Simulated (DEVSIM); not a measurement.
Structure: Ge p-n junction from an implanted or diffused profile, at 400 K.

```
layer (left to right)  material  thickness (μm)  Nd (cm⁻³)  τn (s)  τp (s)
---------------------  --------  --------------  ---------  ------  ------
1                            Ge            5.40       1e16  1.6e-7  1.6e-7
```

Added acceptor profile: 2.1e18 cm⁻³ × exp(−(x − 0 μm)²/(2·(0.03 μm)²)). Left contact: ohmic. Right contact: ohmic. Voltage is applied to the left contact. Recombination: SRH at mid-gap, radiative. Mobility is constant in doping.

The device is made up for the run: typed textbook-type constants, with dimensions and the other settings drawn at random. Values at 300 K; Nc and Nv go as T^1.5, mobilities as T to minus their exponent, the gap by Varshni's rule with the affinity fixed.

```tsv
parameter	Ge
gap (eV)	0.664
affinity (eV)	4
permittivity	16
Nc (cm⁻³)	1.04e19
Nv (cm⁻³)	6e18
μn (cm²/Vs)	3900
μp (cm²/Vs)	1900
T exponent of μn	1.66
T exponent of μp	2.33
B (cm³/s)	6.4e-14
Varshni α (eV/K)	0.000477
Varshni β (K)	235
```

Model (solved in DEVSIM): 1D drift-diffusion, Boltzmann statistics, complete ionisation; no tunnelling, impact ionisation, image-force lowering or self-heating.

The doping Nd of layer 1 was swept, all else fixed.

```tsv
doping Nd of layer 1 (cm^-3)	dark forward voltage at 100 A/cm² (V)	potential step across the device at zero bias (V)
3e14	0.094	0.255
1e15	0.096	0.263
3e15	0.101	0.283
1e16	0.110	0.319
3e16	0.114	0.356
1e17	0.112	0.396
3e17	0.104	0.431
```

From the first row to the last the dark forward voltage at 100 A/cm² goes from 0.094 to 0.104. From the first row to the last the potential step across the device at zero bias goes from 0.255 to 0.431.
